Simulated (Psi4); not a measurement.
Psi4 1.11, PBE/def2-svp: C=C[Si@@H]1N=C[SiH2]1, 13 atoms. The geometry is a generated start, not checked to be a minimum at this level.

```json
{
  "task": "gradient",
  "method": "pbe",
  "basis": "def2-svp",
  "memory": "7 GB",
  "scf_type": "df (default)",
  "guess": "auto, which took SAD (default)",
  "diis_max_vecs": "10 (default)",
  "scf_initial_accelerator": "adiis (default)",
  "e_convergence": "1e-08 (default)",
  "d_convergence": "1e-08 (default)",
  "basis functions (reference run)": "127",
  "grid points (reference run)": "2351323"
}
```

```xyz
13

C      2.4497     0.8880     0.4617
C      1.5755    -0.0213     0.0108
Si    -0.0823    -0.3680     0.6634
N     -0.7602    -1.7658    -0.1459
C     -1.7784    -1.2414    -0.7553
Si    -1.7852     0.5467    -0.3606
H      2.2413     1.5390     1.3063
H      3.4238     0.9929    -0.0097
H      1.8540    -0.6531    -0.8276
H     -0.1525    -0.5491     2.1348
H     -2.4870    -1.7956    -1.3880
H     -2.9606     0.9934     0.4485
H     -1.5381     1.4344    -1.5383
```
Charge 0, spin multiplicity 1.

Differences are taken against the run with dft_radial_points = 200, dft_spherical_points = 974, dft_pruning_scheme = none (default); no run here is proven converged. Single runs; times are not shown.

Settings tried, all else as in the reference:
- dft_radial_points = 75 (default), dft_spherical_points = 302 (default)
- dft_radial_points = 75 (default), dft_spherical_points = 302 (default), dft_pruning_scheme = robust
- dft_radial_points = 35, dft_spherical_points = 110
- dft_radial_points = 75 (default), dft_spherical_points = 434
- dft_radial_points = 99, dft_spherical_points = 590, dft_pruning_scheme = treutler
- dft_radial_points = 99, dft_spherical_points = 590
- dft_radial_points = 25, dft_spherical_points = 50
- dft_radial_points = 150, dft_spherical_points = 770
- dft_radial_points = 50, dft_spherical_points = 194
- dft_radial_points = 75 (default), dft_spherical_points = 302 (default), dft_pruning_scheme = treutler

Task: Which settings reproduce the reference to 0.10 meV/atom in energy, 1.0 meV/Å in forces (largest component)?

Result: Within it: dft_radial_points = 150, dft_spherical_points = 770; dft_radial_points = 99, dft_spherical_points = 590. At the edge (between 0.75 and 1.33 times the tolerance): dft_radial_points = 75 (default), dft_spherical_points = 434. Outside: dft_radial_points = 75 (default), dft_spherical_points = 302 (default); dft_radial_points = 75 (default), dft_spherical_points = 302 (default), dft_pruning_scheme = robust; dft_radial_points = 50, dft_spherical_points = 194; dft_radial_points = 75 (default), dft_spherical_points = 302 (default), dft_pruning_scheme = treutler; dft_radial_points = 99, dft_spherical_points = 590, dft_pruning_scheme = treutler; dft_radial_points = 35, dft_spherical_points = 110; dft_radial_points = 25, dft_spherical_points = 50.

| setting | grid points | energy against the reference | difference in forces (largest component) |
|---|---|---|---|
| the reference | 2351323 | — | — |
| dft_radial_points = 150, dft_spherical_points = 770 | 1403457 | under 0.001 meV/atom | 0.14 meV/Å |
| dft_radial_points = 99, dft_spherical_points = 590 | 712309 | under 0.001 meV/atom | 0.49 meV/Å |
| dft_radial_points = 75 (default), dft_spherical_points = 434 | 398710 | +0.0023 meV/atom | 1.0 meV/Å |
| dft_radial_points = 75 (default), dft_spherical_points = 302 (default) | 277637 | −0.0045 meV/atom | 7.1 meV/Å |
| dft_radial_points = 75 (default), dft_spherical_points = 302 (default), dft_pruning_scheme = robust | 190121 | −0.0046 meV/atom | 7.1 meV/Å |
| dft_radial_points = 50, dft_spherical_points = 194 | 120888 | −0.23 meV/atom | 12 meV/Å |
| dft_radial_points = 75 (default), dft_spherical_points = 302 (default), dft_pruning_scheme = treutler | 152369 | −0.086 meV/atom | 12 meV/Å |
| dft_radial_points = 99, dft_spherical_points = 590, dft_pruning_scheme = treutler | 369519 | −0.096 meV/atom | 13 meV/Å |
| dft_radial_points = 35, dft_spherical_points = 110 | 48206 | −2.8 meV/atom | 48 meV/Å |
| dft_radial_points = 25, dft_spherical_points = 50 | 15721 | +44 meV/atom | 240 meV/Å |

Total energies are compared; such shifts often cancel in part in energy differences. The gradients leave out the derivatives of the grid weights. Also tried and not ranked: dft_radial_points = 99, dft_spherical_points = 590, dft_pruning_scheme = robust (same energy as a listed run). The tolerance is a choice made for this comparison.
